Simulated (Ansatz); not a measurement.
System: 1T (CdI2-type) MnBr₂. Method: PBE0 in Ansatz (plane waves, PAW).

Run with plane-wave cutoff 460 eV, 9×9×4 k mesh (along the axes of the cell as run), Fermi–Dirac smearing 0.01 eV, spin-polarised with parallel moments, scalar-relativistic PAW data made under PBE.

Computed at the level's own relaxed cell.

What does this level give for the c axis length, lattice parameter a, Γ–Γ gap and band gap?


- c axis length = 7.118 Å
- lattice parameter a = 3.891 Å
- Γ–Γ gap = 5.26 eV
- band gap = 4.93 eV (indirect)

Note: the magnetic order was assumed, not searched for or taken from measurement; the cell comes from a level without a dispersion term, which matters for the spacing of layers, chains or molecules; the volume lies 19 % above that of the published cell; the cell has widely spaced layers and the level no dispersion term, so their spacing and the moduli can rest on weak binding.

Spin–orbit coupling is not included.

Ansatz is an electronic-structure program.
